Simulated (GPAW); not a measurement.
Input and output of a self-consistent single point for InNi3N (Pm-3m, 5 atoms in the cell) (GPAW).

Level of theory: LDA (Perdew-Wang 92)+U, GPAW PAW datasets LDA (gpaw-data 1.0.1) (plane waves; GPAW).

```xyz
5
Lattice="3.8399 0.0000 0.0000 0.0000 3.8399 0.0000 0.0000 0.0000 3.8399" Properties=species:S:1:pos:R:3 pbc="T T T"
In     0.0000     0.0000     0.0000
Ni     1.9199     1.9199     0.0000
Ni     0.0000     1.9199     1.9199
Ni     1.9199     0.0000     1.9199
N      1.9199     1.9199     1.9199
```

Reference input (self-consistent single point, DFT LDA (Perdew-Wang 92), plane waves, GPAW PAW datasets LDA (gpaw-data 1.0.1)): mode = pw; ecut = 900 eV; xc = LDA; kpts = 9 9 9; mesh shift (steps) = 0 0 0; occupations.name = methfessel-paxton; occupations.width = 0.1 eV; occupations.order = 0; nbands = -13; convergence.density = 1e-05 e/electron; convergence.energy = 1e-05 eV/electron; symmetry.symmorphic = false. This run's input differs from it in these lines:

```diff
@@ -17,2 +17,3 @@
             xc='LDA',
+            setups={'Ni': ':d,7.0'},
             kpts=(9, 9, 9),
```

Output, abridged:

```
     iter     time        total  log10-change:
                         energy   eigst   dens
iter:   1 --:--:--   -31.337231
iter:   2 --:--:--   -29.440476   -0.43  -1.28
iter:   3 --:--:--   -27.286914   -0.89  -1.38
iter:   4 --:--:--   -27.540005   -2.20  -1.88
iter:   5 --:--:--   -27.694525   -2.55  -1.97
   [... 4 lines left out ...]
iter:  10 --:--:--   -28.045323   -4.62  -3.17
iter:  11 --:--:--   -28.047742   -4.44  -3.21
iter:  12 --:--:--   -28.050550   -4.78  -3.47
iter:  13 --:--:--   -28.050306   -5.92  -3.76
iter:  14 --:--:--   -28.050423c  -5.34  -3.75
iter:  15 --:--:--   -28.050752c  -5.76  -3.86
iter:  16 --:--:--   -28.050845c  -5.12  -4.04
iter:  17 --:--:--   -28.050848c  -6.57  -4.18
iter:  18 --:--:--   -28.050885c  -6.78  -4.32
iter:  19 --:--:--   -28.050867c  -7.30  -4.28
iter:  20 --:--:--   -28.050880c  -6.52  -4.38
iter:  21 --:--:--   -28.050878c  -7.84c -4.95
iter:  22 --:--:--   -28.050878c  -9.07c -4.96
iter:  23 --:--:--   -28.050880c  -8.32c -4.97
iter:  24 --:--:--   -28.050880c  -9.38c -5.06c
Converged after 24 iterations.

Dipole moment: (0.000000, 0.000000, 0.000000) |e|*Ang

Energy contributions relative to reference atoms: (reference = -285206.952475)

Kinetic:        +85.315837
Potential:      -66.013559
External:        +0.000000
XC:             -47.363702
Entropy (-ST):   -0.007739
Local:           +0.014414
SIC:             +0.000000
--------------------------
Free energy:    -28.054750
Extrapolated:   -28.050880

Showing only first 2 kpts
 Kpt  Band  Eigenvalues  Occupancy
  0    31      7.92860    2.00000
  0    32      7.92860    2.00000
  0    33     10.79067    0.00000
  0    34     11.84239    0.00000

  1    31      7.85528    2.00000
  1    32      7.92880    2.00000
  1    33     10.80801    0.00000
  1    34     11.47139    0.00000

Fermi level: 8.80819

No gap
No difference between direct/indirect transitions
Energy (eV): -28.05088

Forces in eV/Ang:
  0 In   -0.00000    0.00000   -0.00000
  1 Ni    0.00000    0.00000    0.00000
  2 Ni    0.00000    0.00000    0.00000
  3 Ni    0.00000    0.00000    0.00000
  4 N    -0.00000    0.00000    0.00000

Stress tensor:
     0.086790     0.000000     0.000000
     0.000000     0.086790     0.000000
     0.000000     0.000000     0.086790
Stress (GPa, Voigt): [13.9053 13.9053 13.9053  0.      0.      0.    ]
```

The run converged in 24 iterations. GPAW prints stress with tension positive. 

At such cutoffs GPAW's stress carries a finite-basis (Pulay) error, which enters relaxed cells too; its log prints stress with tension positive.

The starting cell comes from a database of computed structures (which also holds hypothetical and non-ambient phases and stackings), without a prior relaxation at this level. Spin polarisation is off, so a magnetic state, if there is one, cannot be reached. The U value is a test value, and with U on an open shell several self-consistent states can exist.

Cost on one core of a shared machine: roughly 3 min.
